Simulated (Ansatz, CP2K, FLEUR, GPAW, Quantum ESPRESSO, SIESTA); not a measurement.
## Code comparison for CaMg₂ (P-3m1, 6 atoms in the cell)

Self-consistent single point.

```
CaMg2
1.0
    3.44507     0.00000     0.00000
   -1.72253     2.98352     0.00000
    0.00000     0.00000    16.88730
Ca Mg
2 4
Direct
  0.66667   0.33333   0.09557
  0.33333   0.66667   0.90443
  0.33333   0.66667   0.26599
  0.66667   0.33333   0.73401
  0.66667   0.33333   0.42201
  0.33333   0.66667   0.57799
```

All programs got the same cell, k-point mesh and kind of occupations (in Ansatz's words: kpoints.mp_grid.grid = 8 8 2; scf.occupations.method = gaussian; scf.occupations.width = 0.0073 Ry); potentials, basis and cutoffs are each program's usual ones.

```json
[
 {"code": "GPAW", "model": "LDA (Perdew-Wang 92), GPAW PAW datasets LDA (gpaw-data 1.0.1)", "pressure (GPa)": "-1.70", "largest force (eV/Å)": "0.154", "k-points": "20", "cutoff": "850 eV"},
 {"code": "Ansatz", "model": "LDA (PW92), PAW files made with PBE", "pressure (GPa)": "-1.81", "largest force (eV/Å)": "0.150", "k-points": "20", "cutoff": "default"},
 {"code": "CP2K", "model": "LDA (Pade form), GPW, DZVP-MOLOPT-SR-GTH basis, GTH-PADE potentials (GTH_POTENTIALS)", "pressure (GPa)": "-0.84", "largest force (eV/Å)": "0.214", "k-points": "68", "cutoff": "grid 1000 Ry"},
 {"code": "SIESTA", "model": "LDA PW92, numerical atomic orbitals DZP, PseudoDojo LDA standard norm-conserving potentials (rewritten from UPF to PSML)", "pressure (GPa)": "2.15", "largest force (eV/Å)": "0.385", "k-points": "77", "cutoff": "grid 400 Ry"},
 {"code": "FLEUR", "model": "LDA (Perdew-Zunger), all-electron FLAPW (FLEUR), scalar-relativistic valence", "pressure (GPa)": "–", "largest force (eV/Å)": "0.149", "k-points": "20", "cutoff": "Kmax 3.8 1/bohr"},
 {"code": "Quantum ESPRESSO", "model": "LDA (PZ), GBRV 1.5 ultrasoft (LDA) pseudopotentials", "pressure (GPa)": "-1.82", "largest force (eV/Å)": "0.150", "k-points": "20", "cutoff": "40 Ry"}
]
```

Size of the force on each atom (eV/Å): Sizes of forces hide their directions.

```
code                Ca1    Ca2    Mg3    Mg4    Mg5    Mg6
----------------  -----  -----  -----  -----  -----  -----
GPAW              0.154  0.154  0.085  0.085  0.045  0.045
Ansatz            0.150  0.150  0.077  0.077  0.047  0.047
CP2K              0.197  0.197  0.210  0.210  0.214  0.214
SIESTA            0.385  0.385  0.383  0.383  0.035  0.035
FLEUR             0.149  0.149  0.079  0.079  0.047  0.047
Quantum ESPRESSO  0.150  0.150  0.078  0.078  0.047  0.047
```

A dash marks a value that a program does not give, or that is left out as unsure.

The spread over the programs that give each value: pressure within 3.97 GPa; largest force within 0.236 eV/Å.

The starting cell comes from a database of computed structures (which also holds hypothetical and non-ambient phases and stackings), without a prior relaxation at this level.

Problem. Why do the programs differ, and what cannot be compared?

Solution. Differences of this kind can come from the potentials, where these differ, and from what each basis and cutoff leave unconverged. The zero of total energies and Fermi levels follows the potentials and each program's conventions, so they are not compared here. CP2K and SIESTA use small atom-centred bases, whose incompleteness enters pressures, forces and empty levels differently from a plane-wave cutoff. FLEUR treats all electrons, but the usual bases taken here (sphere radii, linearisation, local orbitals, empty states) were not tested for convergence, so the values are no reference for the others. Ansatz's pressure is given at a fixed set of plane waves, as the other plane-wave codes print theirs. Ansatz's smearing width was typed in Ry to four decimals, so it matches the others to a few per cent. The same LDA comes in different parametrisations, which differ slightly. The programs reduce the same mesh by symmetry to different extents, which changes the work and not the result. In the pressure, SIESTA (by 3.96) lies more than 1 GPa from the median of the plane-wave programs. In the force vectors, CP2K (by 0.287) and SIESTA (by 0.306) lie more than 0.08 eV/Å from the median of the plane-wave programs.

Left out of this page: ABINIT (with a known weakness of the program); Elk (not drawn, or without a comparable value).

Ansatz is a program for electronic structure.

Keys are those of Ansatz 0.2.
